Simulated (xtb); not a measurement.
xtb 6.7.1, GFN2-xTB: CC1(C)c2ccccc2-c2ccc(-c3c(F)c(F)cc(F)c3F)cc21, 39 atoms. The geometry is a generated start, not checked to be a minimum at this level.

method: GFN2-xTB
--acc: 1 (default)
--etemp (K): 300 (default)
detailed input (--input): none: ANC optimiser, Lindh (1995) Hessian, microcycle=20, maxdispl=1.0, hlow=0.01 (default)
basis functions: 114
valence electrons: 126

The structure is relaxed from this start with --opt LEVEL for the levels crude, sloppy, loose, lax, normal, tight, vtight, extreme, once each. Up to the end of the extreme run atoms move by at most 0.084 Å along an axis.

Problem. Choose the cheapest level whose final energy lies within 1 meV of that of extreme.

Solution. sloppy: 4 cycles against 17, ending 0.72 meV above.

```
level    cycles  energy above the extreme run (meV)  gradient norm (eV/Å)
-------  ------  ----------------------------------  --------------------
crude         3                                 2.0                  0.20
sloppy        4                                0.72                 0.090
loose         4                                0.72                 0.090
lax           5                                0.37                 0.063
normal        6                                0.25                 0.022
tight        11                               0.015                0.0051
vtight       14                          under 0.01                0.0014
extreme      17                                   —                0.0019
```
